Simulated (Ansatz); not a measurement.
Structures of equal composition on the (110) surface of bcc Ta: a layer of Mo in place of the second plane; a layer of Mo in place of the third plane. The slabs share one bottom face, and each structure is named by its start. These are constructed structures in small cells; real faces may alloy, dewet or reconstruct in larger ones, and not all known structures of the face are among them. Slabs of about 11 Å with all that they carry, Fermi-Dirac smearing of 0.1 eV. Bottom of the slabs: a bare face, its two planes held. Relaxed from the named starts with such symmetry as they have, on meshes of like density; energies extrapolated to zero smearing; no spin-orbit coupling, no U. Spin-polarised runs, if any, are marked in brackets, and their order is one that fits the cell; the others ran without spin.

The numbers are results of PBE (plane waves to 420 eV, PAW; Ansatz, a quantum-chemistry and plane-wave program), not measurements.

Question: Rank these by energy per 1x1 cell (lowest first), as PBE gives it.

Answer: a layer of Mo in place of the third plane (0.000 eV), a layer of Mo in place of the second plane (0.077 eV)
